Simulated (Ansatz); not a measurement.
System: Ge₃N₄ (P6₃/m, No. 176; cell taken from a computed entry). Method: HSE06+SOC (Ansatz, a first-principles code, PAW).

Run with plane-wave cutoff 460 eV, 3×3×6 k mesh (along the axes of the cell as run), Fermi–Dirac smearing 0.01 eV, PAW data made under PBE.

Cell (relaxed with PBEsol):

```cif
data_Ge6N8
_chemical_formula_sum 'Ge6 N8'
_space_group_name_H-M_alt 'P63/m'
_space_group_IT_number 176
_space_group_name_Hall '-P 6c'
_cell_length_a 8.05675
_cell_length_b 8.05675
_cell_length_c 3.08467
_cell_angle_alpha 90.000
_cell_angle_beta 90.000
_cell_angle_gamma 120.000
loop_
_atom_site_label
_atom_site_type_symbol
_atom_site_symmetry_multiplicity
_atom_site_Wyckoff_symbol
_atom_site_fract_x
_atom_site_fract_y
_atom_site_fract_z
_atom_site_occupancy
Ge1 Ge 6 h 0.23718 0.40659 0.25000 1
N1 N 2 c 0.33333 0.66667 0.25000 1
N2 N 6 h 0.33038 0.02576 0.25000 1
```

Problem. Predict the band gap.

Solution. 
- band gap: 3.63 eV (on the SCF k mesh)

Note: cell and atoms aren't relaxed at this level (pressure -1.9 GPa); this cell isn't known to be the ambient phase, and symmetry holds it in the calculation.

Static lattice: no zero-point or thermal effects.

Computing time: roughly 50 core-minutes.
